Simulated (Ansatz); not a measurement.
Ansatz (an electronic-structure program) run on Sc₃SnB (Pm-3m, 5 atoms in the cell): relaxation of cell and atoms.

Method: PBEsol, default PAW files made with PBE (plane waves; Ansatz).

The change in words: atoms on their sites; basis.ecutwfc: 420 eV → 355 eV; relax: default → cell and atoms. Reference geometry:
```
CELL_PARAMETERS angstrom
      4.64001     0.00000     0.00000
      0.00000     4.64001     0.00000
      0.00000     0.00000     4.64001
ATOMIC_POSITIONS crystal
  Sc 0.50000 0.00000 0.50000
  Sc 0.01078 0.50000 0.50000
  Sc 0.50000 0.50000 0.00000
  Sn 0.00000 0.00000 0.00000
  B  0.50000 0.50000 0.50000
```

Reference input (self-consistent single point, DFT, PBEsol, plane waves, default PAW files made with PBE): basis.ecutwfc = 420 eV; kpoints.mp_grid.grid = 5 5 5; hamiltonian.xc = pbesol; hamiltonian.pseudopotentials = {kind: paw} (the program's default PAW files); scf.occupations.method = fermi_dirac; scf.occupations.width = 0.1 eV. This run's input differs from it in these lines:

Ansatz 0.2 input:
```diff
@@ -7,3 +7,3 @@
     - { symbol: Sc, position: [0.500000, 0.000000, 0.500000] }
-    - { symbol: Sc, position: [0.010776, 0.500000, 0.500000] }
+    - { symbol: Sc, position: [0.000000, 0.500000, 0.500000] }
     - { symbol: Sc, position: [0.500000, 0.500000, 0.000000] }
@@ -12,3 +12,3 @@
 basis:
-  ecutwfc: 420.0
+  ecutwfc: 355.0
 kpoints:
@@ -24,2 +24,4 @@
     width: 0.1
+relax:
+  cell: {}
 output:
```

Log, with long lists cut:

```
   [... SCF lines of the steps left out ...]
relax step   1: F+E_penalty+E_count = -12439.75433106 eV  Δ(F+E_penalty+E_count) = +0.000e0 eV  max|allowed force component| = 2.354e-28 eV/Å  Δτ_max = 0.0000 Å  P = -2.093 GPa  Ω = 99.898 Å³  (7 SCF iters, dr2 threshold 1.00e-7 eV, accepted)
relax step   2: F+E_penalty+E_count = -12439.76901626 eV  Δ(F+E_penalty+E_count) = -1.469e-2 eV  max|allowed force component| = 1.651e-29 eV/Å  Δτ_max = 0.0000 Å  P = +1.276 GPa  Ω = 96.163 Å³  energy of the carried Pulay correction = +3.996e-3 eV  [...]
   [... lines left out ...]
relax step   5: F+E_penalty+E_count = -12439.77049683 eV  Δ(F+E_penalty+E_count) = -1.036e-4 eV  max|allowed force component| = 8.309e-30 eV/Å  Δτ_max = 0.0000 Å  P = -0.001 GPa  Ω = 97.467 Å³  energy of the carried Pulay correction = +8.598e-5 eV  [...]
relax step   6: F+E_penalty+E_count = -12439.77024081 eV  Δ(F+E_penalty+E_count) = +2.560e-4 eV  max|allowed force component| = 4.891e-30 eV/Å  Δτ_max = 0.0000 Å  P = -0.001 GPa  Ω = 97.467 Å³  stress off target by 1.39e-3 GPa  SCF on the basis [...]
basis re-selected at this cell: Δ(F+E_penalty+E_count) = +2.560e-4 eV, ΔP = +0.000 GPa vs the last step
the relaxation is at rest under the 48 symmetry operations that the run kept from its start: a minimum is not shown …
Stability not checked: this state was not tested for a lower state beside it, because too few of the mixer's solves of this state at the end of the SCF gave a …
Free energy (F): -12439.770241 eV
Internal energy: -12439.720813 eV  (E = F + TS)
   [... lines left out ...]
Fermi energy:    10.535312 eV
  cell:  # Å, volume = 97.4672 Å³
   [... lines left out ...]
    - [-6.82100188637146e-35, -6.419766481290786e-35, 4.602066276823175]
  atoms:
    - { symbol: Sc, position: [0.5, 1.7571313306445345e-34, 0.5] }
    - { symbol: Sc, position: [-2.6011077965446855e-34, 0.5, 0.5] }
    - { symbol: Sc, position: [0.5, 0.5, 2.767135953845742e-36] }
    - { symbol: Sn, position: [1.2728825387341621e-34, 1.6602815722657984e-35, -1.1068543815005484e-35] }
    - { symbol: B, position: [0.5, 0.5, 0.5] }
```

The run converged. 

Summary of the result:
```
Quantity                                                                                                               Result
-----------------------------------------------  ----------------------------------------------------------------------------
Free energy E − TS (on the zero of these files)                                                                -12439.7702 eV
Fermi level (on the code's own zero)                                                                                 10.54 eV
Pressure                                                                                                             0.00 GPa
Final cell                                       a = 4.6021 Å, b = 4.6021 Å, c = 4.6021 Å, α = 90.00°, β = 90.00°, γ = 90.00°
Final volume per atom                                                                                                19.49 Å³
Relaxation steps                                                                                                            6
```

The starting cell comes from a database of computed structures (which also holds hypothetical and non-ambient phases and stackings), without a prior relaxation at this level. Its lattice was rescaled by up to half a per cent. The relaxation keeps the symmetry of its start, so its end need not be a minimum. Ansatz's pressure includes its estimate of the finite-basis (Pulay) stress. The cutoff lies below the one recommended for these files.
